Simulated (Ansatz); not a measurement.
The starting structures come from a database of crystals and need not be the phases stable at ambient conditions.

By PBEsol, the system below comes out a metal.

A figure of merit of an interconnect metal is its ballistic conductance per area.

```yaml
crystal:
  lattice:
    - [2.48342, 0.00000, 0.00000]
    - [-1.24171, 2.15070, 0.00000]
    - [0.00000, 0.00000, 4.11257]
  atoms:
    - { symbol: Cu, position: [0.33333, 0.66667, 0.25000] }
    - { symbol: Cu, position: [0.66667, 0.33333, 0.75000] }
```

Space group of this cell: P6_3/mmc, hcp (Mg type). The cell is strained (lengths across the current scaled by 0.98, ions clamped); by PBEsol its mean pressure is 5.5 GPa.

The current flows along the normal of the first two printed cell vectors, the (001) (indices of the unstrained crystal) plane of the conventional cell. No spin-orbit coupling; the value is a mean over 0.1 eV about the Fermi level.

**Question.** Compute, with PBEsol run with Ansatz (a quantum-chemistry and plane-wave program), the ballistic conductance per area.

**Answer.** 1.1 × 10¹⁵ S/m² for both spins.
